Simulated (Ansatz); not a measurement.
## Hypothetical fluorite MoS2, response to strain

Take MoS2 in the fluorite structure (space group Fm-3m, No. 225; a = 5.845 Å; ferromagnetic; a hypothetical phase, not in the database extracts checked; relaxed with 0.1 eV smearing) as the base. Axes: x, y, z lie along the cube axes.

Strains are applied to the cell and any free atomic positions relax; under biaxial strain the out-of-plane vector relaxes too; under stress the whole cell relaxes.

All numbers come from PBEsol (Ansatz, a quantum-chemistry and plane-wave program, PAW, without spin-orbit coupling).

Notes on the quantities. pressure: mean of the normal stresses, compression positive.

```tsv
variant	largest site moment	space group	pressure	shortest interatomic distance
base	1.08 μB	Fm-3m (No. 225)	0.0 GPa	2.531 Å
biaxial strain +1.41 %, plane normal [001], relaxed out of plane	1.14 μB	I4/mmm (No. 139)	-2.0 GPa	2.545 Å
isotropic strain +2.22 %	1.31 μB	Fm-3m (No. 225)	-7.2 GPa	2.587 Å
uniaxial strain ε_yy = −0.20 %	1.07 μB	I4/mmm (No. 139)	?	2.529 Å
tensor shear ε_yz = −1.61 %	1.07 μB	Immm (No. 71)	-0.1 GPa	2.522 Å
uniaxial stress, 1 GPa compression along z	1.06 μB	I4/mmm (No. 139)	–	2.529 Å
tensor shear ε_xz = +3.12 %	1.04 μB	Immm (No. 71)	-0.3 GPa	2.513 Å
```

Problem. Some entries are withheld; estimate them.

Solution. 
- uniaxial strain ε_yy = −0.20 %, pressure: 0.2 GPa

The magnetic state is the one reached from the starting moments; the real material's order can differ, and small cells can't hold many antiferromagnetic ones. Stability under load was not tested beyond the relaxation.
